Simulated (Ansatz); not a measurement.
Start from MgSe in the rock salt structure (space group Fm-3m, No. 225; a = 5.450 Å). Axes: x, y, z lie along the cube axes.

Calculations: PBEsol, PAW, 420 eV (Ansatz, a program for electronic structure; no spin-orbit coupling).

For the base:

```
Property                            Result
---------------------  -------------------
Valence-band top at Γ  0.00, 0.00, 0.00 eV
Volume per atom                   20.23 Å³
```

Now apply this change: tensile biaxial strain of 2.50 % in the plane normal to [111], as in epitaxy on a mismatched substrate; the out-of-plane cell vector and the atoms relax.

Question: What does the calculation give for the valence-band top at Γ and volume per atom after the change?

Answer: The valence-band top at Γ (three highest levels, from the VBM) changes from 0.00, 0.00, 0.00 eV to 0.00, -0.35, -0.35 eV; the volume per atom grows by 0.71 Å³ (20.23 Å³ → 20.94 Å³).

The levels and masses belong to the bands next to the band gap. Stability against distortions was not tested.
